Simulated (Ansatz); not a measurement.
# A computed series for SiC: carrier doping

Consider SiC in the zinc blende structure (space group F-43m, No. 216; a = 4.356 Å).

Carriers are added at fixed cell with a uniform background; the Fermi–Dirac width is that of 300 K.

All numbers come from r2SCAN (Ansatz, an electronic-structure program; PAW; 500 eV plane waves; without spin-orbit coupling).

Candidates:
(a) holes 1.0×10^21 cm⁻³
(b) electrons 1.0×10^21 cm⁻³
(c) electrons 2.0×10^21 cm⁻³

Notes on the quantities. Fermi level from band edge: Fermi level relative to the doped band's edge (positive inside the band; to 0.05 eV).

**Question.** Order them by Fermi level from band edge, highest first.

**Answer.** (c) electrons 2.0×10^21 cm⁻³ (+0.75 eV), (b) electrons 1.0×10^21 cm⁻³ (+0.50 eV), (a) holes 1.0×10^21 cm⁻³ (+0.10 eV)

Charged cell with a jellium background: band edges are those of the host's band count, energies are not comparable with the neutral cell, and many-body gap narrowing is missing. Whether these cells are dynamically stable was not tested.
